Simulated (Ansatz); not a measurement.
Data:

```xyz
6
Lattice="4.9683 0.0000 0.0000 0.0000 4.9683 0.0000 0.0000 0.0000 3.4304" Properties=species:S:1:pos:R:3 pbc="T T T"
Pb     0.0000     0.0000     0.0000
Pb     2.4842     2.4842     1.7152
O      1.5284     1.5284     0.0000
O      4.0125     0.9558     1.7152
O      0.9558     4.0125     1.7152
O      3.4399     3.4399     0.0000
```

No spin polarisation.

The values are results of DFT with PBEsol, PAW potentials and a 420 eV plane-wave cutoff in Ansatz (an electronic-structure program), without spin-orbit coupling, not measurements. k-mesh 7×7×10 (Γ-centred); smearing 0.05 eV (Fermi–Dirac).

Task: What is the computed band gap?

Result: Zero.

Task: Predict the pressure (mean of the normal stresses, compression positive).

Result: 0.6 GPa.

Task: What space group does the calculation give?

Result: P4_2/mnm (No. 136).

Spin-orbit coupling, missing from the scalar runs, can matter with Pb. The cells carry an imposed strain or load. Whether these cells are dynamically stable was not tested. All final runs are without spin polarisation. The cell was made from PbO2 in the rutile structure (space group P4_2/mnm, No. 136) by this change: biaxial strain −0.60 %, plane normal [001], relaxed out of plane. Gaps under 0.05 eV, about the width of the smearing, are given as zero. A zero or small gap of PbO2 can be the functional's error rather than a property of the material.
